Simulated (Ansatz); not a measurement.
Take SnO₂ in the rutile structure (space group P4_2/mnm, No. 136; a = 4.769 Å, c = 3.212 Å) as the base. Axes: x, y, z lie along a, b, c of the conventional cell.

Calculations: plane-wave PAW DFT at the PBEsol level (Ansatz, a quantum-chemistry and plane-wave program, 420 eV), no spin-orbit coupling.

Before the change:

- Band gap: 0.92 eV
- Electron mass: 0.17 mₑ along c, 0.19 mₑ across (at Γ)
- Valence-band top at Γ: 0.00, -0.77, -0.77 eV

Perturbation: uniaxial strain ε_xx = +1.20 %, all other strain components held at zero, atoms relaxed at fixed cell.

What happens to the band gap, electron mass and valence-band top at Γ?

The band gap decreases by 0.11 eV (0.92 eV → 0.81 eV); the electron mass goes from 0.17 mₑ along c, 0.19 mₑ across (at Γ) to 0.16 mₑ along z, 0.18 mₑ across (at Γ); the valence-band top at Γ (three highest levels, from the VBM) changes from 0.00, -0.77, -0.77 eV to 0.00, -0.74, -0.79 eV.

Effective masses come from finite differences of ±0.01 Å⁻¹. Whether these cells are dynamically stable was not tested.
